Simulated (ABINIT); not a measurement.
Worked example: self-consistent single point of Be (P6_3/mmc, 4 atoms in the cell) in ABINIT.

Method of the run: PBE, norm-conserving pseudopotentials (PseudoDojo nc-sr-05 PBE standard) (plane waves; ABINIT 10.0.3).

The change in words: lattice scaled by 0.98. Reference geometry:
```
CELL_PARAMETERS angstrom
      2.26275     0.00000     0.00000
     -1.13138     1.95960     0.00000
      0.00000     0.00000     7.28041
ATOMIC_POSITIONS crystal
  Be 0.00000 0.00000 0.00000
  Be 0.00000 0.00000 0.50000
  Be 0.33333 0.66667 0.25000
  Be 0.66667 0.33333 0.75000
```

Reference input (self-consistent single point, DFT, PBE, plane waves, norm-conserving pseudopotentials (PseudoDojo nc-sr-05 PBE standard)): pseudos = [Be.upf]; ecut = 44 Ha; occopt = 7; tsmear = 0.2 eV; ngkpt = 22 22 6; nshiftk = 1; shiftk = 0 0 0; potentials = PseudoDojo nc-sr-05 PBE standard; nband = 13; kptopt = 1; nstep = 50; tolvrs = 1e-12. This run's input differs from it in these lines:

```diff
@@ -3,6 +3,6 @@
 pseudos "Be.upf"
-acell 4.2759787525 4.2759787525 13.7579904236
+acell 4.1904591746 4.1904591746 13.4828311821
 rprim
-         1.0000000000   -0.0000000603    0.0000000000
-        -0.4999999478    0.8660254339    0.0000000000
+         1.0000000000    0.0000000525    0.0000000000
+        -0.5000000455    0.8660253775    0.0000000000
          0.0000000000    0.0000000000    1.0000000000
```

Output (repeated stretches shortened):

```
--- !BeginCycle
solver: {iscf: 7, nstep: 50, nline: 4, wfoptalg: 0, }
tolerances: {tolvrs: 1.00E-12, }
...

     iter   Etot(hartree)      deltaE(h)  residm     vres2
 ETOT  1  -55.770733907935    -5.577E+01 1.089E-01 2.509E+00
 ETOT  2  -55.813660901212    -4.293E-02 4.077E-02 5.877E-02
 ETOT  3  -55.813662757709    -1.856E-06 8.833E-03 1.025E-03
 ETOT  4  -55.813662794258    -3.655E-08 3.815E-03 2.330E-06
 ETOT  5  -55.813662794424    -1.654E-10 3.591E-03 3.314E-08
 ETOT  6  -55.813662794426    -2.366E-12 1.034E-03 6.022E-11
 ETOT  7  -55.813662794426     3.624E-13 9.468E-04 2.862E-13
 At SCF step    7       vres2   =  2.86E-13 < tolvrs=  1.00E-12 =>converged.

 Cartesian components of stress tensor (hartree/bohr^3)
  sigma(1 1)= -2.34904904E-04  sigma(3 2)=  0.00000000E+00
  sigma(2 2)= -2.34904904E-04  sigma(3 1)=  0.00000000E+00
  sigma(3 3)= -1.46375079E-04  sigma(2 1)=  1.74195946E-13

 ----iterations are completed or convergence reached----

 reduced coordinates (array xred) for    4 atoms
       0.000000000000      0.000000000000     -0.000000000000
       0.000000000000      0.000000000000      0.500000000000
       0.333333333333      0.666666666667      0.250000000000
       0.666666666667      0.333333333333      0.750000000000
 cartesian forces (eV/Angstrom) at end:
    1     -0.00000000000000    -0.00000000000000    -0.00000000000000
   [... lines left out ...]
 Fermi (or HOMO) energy (hartree) =   0.28529   Average Vxc (hartree)=  -0.41451
   [... lines left out ...]
total_energy        : -5.58136627944256E+01
total_energy_eV     : -1.51876700293172E+03
band_energy         : -2.64417629915300E+01
...

-Cartesian components of stress tensor (GPa)         [Pressure=  6.0429E+00 GPa]
- sigma(1 1)= -6.91113972E+00  sigma(3 2)=  0.00000000E+00
- sigma(2 2)= -6.91113971E+00  sigma(3 1)=  0.00000000E+00
- sigma(3 3)= -4.30650279E+00  sigma(2 1)=  5.12502082E-09

 Calculation completed.
```

The run converged in 7 iterations. Against the reference run the free energy goes up by 5.9 meV/atom and the pressure goes from -1.82 to 6.04 GPa.

The starting cell was generated: these elements placed on a structure prototype, without a prior relaxation; it need not be a known phase or ordering of this composition. Its lattice was rescaled by a random factor within 2.5 % of one. For this run, on top of that: lattice scaled by 0.98. With a pressure of about 6 GPa the cell is away from its equilibrium volume at this level.

Cost on one core of a shared machine: roughly 4 min.
